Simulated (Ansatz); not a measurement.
Response to strain in InBi

Start from InBi in the zinc blende structure (space group F-43m, No. 216; a = 6.7219 Å; a cell from a computed database, its experimental status unchecked; relaxed with 0.1 eV smearing). Axes: x, y, z lie along the cube axes.

Strains are applied to the cell and any free atomic positions relax; under biaxial strain the out-of-plane vector relaxes too; under stress the whole cell relaxes.

Computed with DFT with PBEsol, PAW potentials and a 420 eV plane-wave cutoff in Ansatz (a quantum-chemistry and plane-wave program), without spin-orbit coupling, earlier PAW set.

Notes on the quantities. energy relative to the base: free energy F; pressure: mean of the normal stresses, compression positive.

| variant | volume per atom | energy relative to the base | pressure | space group |
|---|---|---|---|---|
| base | 37.97 Å³ | 0 meV/atom | 0.0 GPa | F-43m (No. 216) |
| biaxial strain +0.89 %, plane normal [001], relaxed out of plane | 38.22 Å³ | +0.7 meV/atom | -0.2 GPa | I-4m2 (No. 119) |
| isotropic strain −0.41 % | 37.50 Å³ | +0.7 meV/atom | 0.5 GPa | F-43m (No. 216) |
| isotropic strain +1.01 % | 39.13 Å³ | +3.7 meV/atom | -1.0 GPa | F-43m (No. 216) |
| isotropic strain +3.35 % | 41.91 Å³ | +37 meV/atom | -2.8 GPa | F-43m (No. 216) |
| uniaxial strain ε_xx = −0.39 % | 37.82 Å³ | +0.1 meV/atom | 0.1 GPa | I-4m2 (No. 119) |
| uniaxial strain ε_yy = −0.30 % | 37.85 Å³ | +0.1 meV/atom | 0.1 GPa | I-4m2 (No. 119) |
| uniaxial strain ε_yy = +3.88 % | 39.44 Å³ | +8.2 meV/atom | -1.2 GPa | I-4m2 (No. 119) |
| uniaxial strain ε_yy = +5.37 % | 40.00 Å³ | +15 meV/atom | -1.7 GPa | I-4m2 (No. 119) |
| uniaxial stress, 5 GPa tension along x | 39.65 Å³ | +109 meV/atom | – | I-4m2 (No. 119) |

Beyond what the load breaks, stability against distortions was not tested. Under uniaxial stress, 5 GPa tension along x the cell changed shape so far that it is another structure.
